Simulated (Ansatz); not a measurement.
HgO (model structure, started from the PtS type, P4₂/mmc, No. 131, 4 atoms in the cell): lattice parameter a by level of theory

No measured value is used here.

```
level (code)         value (Å)
-------------------  ---------
PBE (Ansatz)             3.471
PBEsol (Ansatz)          3.394
PBE-D3(BJ) (Ansatz)      3.423
```

Density-functional levels without +SOC have no spin–orbit coupling. Ansatz's density-functional and Hartree–Fock values are scalar-relativistic unless marked +SOC, with PAW data made under PBE.

A model structure was made by putting elements into a prototype or built by hand; it is no filed structure, need not be a known phase, and can be a saddle point held by its symmetry.

Ansatz is a program for electronic structure.
